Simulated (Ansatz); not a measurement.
## B2O3, pressure series

The reference is B$_{2}$O$_{3}$ (space group Cmc2_1, No. 36; a cell from a computed database, its experimental status unchecked).

```
CELL_PARAMETERS angstrom
      3.91303    -2.31213     0.00000
      3.91303     2.31213     0.00000
      0.00000     0.00000     4.13440
ATOMIC_POSITIONS crystal
  B  0.00633 0.32395 0.56769
  B  0.99367 0.67605 0.06769
  B  0.67605 0.99367 0.56769
  B  0.32395 0.00633 0.06769
  O  0.75518 0.24482 0.50001
  O  0.24482 0.75518 0.00001
  O  0.92089 0.66030 0.41860
  O  0.07911 0.33970 0.91860
  O  0.33970 0.07911 0.41860
  O  0.66030 0.92089 0.91860
```

Cell and atoms are relaxed at each pressure.

Level of theory: PBEsol in Ansatz (plane waves to 420 eV, PAW, spin-orbit coupling left out).

```json
[
 {"P (GPa)": "-1.99", "V (Å³/atom)": "7.576"},
 {"P (GPa)": "-0.99", "V (Å³/atom)": "7.528"},
 {"P (GPa)": "0.30", "V (Å³/atom)": "7.467"},
 {"P (GPa)": "0.70", "V (Å³/atom)": "7.449"},
 {"P (GPa)": "1.50", "V (Å³/atom)": "7.412"},
 {"P (GPa)": "2.99", "V (Å³/atom)": "7.344"},
 {"P (GPa)": "4.99", "V (Å³/atom)": "7.256"},
 {"P (GPa)": "7.49", "V (Å³/atom)": "7.151"},
 {"P (GPa)": "9.99", "V (Å³/atom)": "7.050"}
]
```

Task: Fit a third-order Birch–Murnaghan equation of state.

Result: Least squares on P(V) = (3B₀/2)[(V₀/V)^(7/3) − (V₀/V)^(5/3)]·[1 + (3/4)(B₀′ − 4)((V₀/V)^(2/3) − 1)] gives V₀ = 7.48 Å³/atom, B₀ = 159 GPa and B₀′ = 2.0.

Load acts through the strain it causes; cell and atoms are relaxed under it. Whether these cells are dynamically stable was not tested. Competing high-pressure phases were not computed.

Ansatz is a program for electronic structure.
